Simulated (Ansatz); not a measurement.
Fluorite AuAl₂, treated with revPBE in Ansatz (PAW).

Numerical settings: plane-wave cutoff 520 eV, 16×16×16 k mesh, Fermi–Dirac smearing 0.05 eV, scalar-relativistic PAW data made under PBE.

Energies at three volumes about the minimum:

```csv
V (Å³/atom),E − E_lowest (meV/atom)
18.444,2.47
18.821,0.00
19.197,2.26
```

Task: Fit a parabola by hand: where is the minimum, what lattice constant follows, and what is the bulk modulus?

Result: Slopes: (0.00 − 2.47)/(18.821 − 18.444) = -6.552 and (2.26 − 0.00)/(19.197 − 18.821) = 6.011 meV/Å³. Curvature E″ = 2 × (6.011 − (-6.552))/(19.197 − 18.444) = 33.368 meV/Å⁶. From the middle of the first interval, the slope vanishes at V0 = 18.6325 − (-6.552)/33.368 = 18.829 Å³/atom. B = V0 E″ = 18.829 × 33.368 meV/Å³ × 0.1602 GPa per meV/Å³ = 101 GPa. With 12 atoms in the cube, a = (12 × 18.829)^(1/3) = 6.091 Å. The full Birch–Murnaghan fit to all volumes gives V0 = 18.822 Å³/atom and B0 = 100 GPa.

Ansatz is an electronic-structure program.
